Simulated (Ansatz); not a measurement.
The parent structure is Cr in the bcc (W type) structure (space group Im-3m, No. 229; a = 2.848 Å; non-magnetic).

Levels (all Ansatz, a first-principles code, PAW): PBE (420 eV, no SOC); r2SCAN (500 eV, scalar-relativistic without spin-orbit coupling).

Levels that relaxed their own cell: PBE and r2SCAN.

| level | lattice parameter a |
|---|---|
| PBE | 2.848 Å |
| r2SCAN | 2.829 Å |

Measured: lattice parameter a 2.877 Å (static lattice; corrected from measurement; as listed in H. Levämäki et al., Physical Review B (2014)).

Computed minus measured — lattice parameter a: PBE -1.0 %, r2SCAN -1.7 % (closest: PBE).

No phonon test of stability was made. Starting moments died away, wholly or in part, for Fe → Cr; another magnetic solution may exist. All final runs are without spin polarisation. Real Cr is antiferromagnetic at low temperature and ambient pressure, an order that this cell doesn't hold.
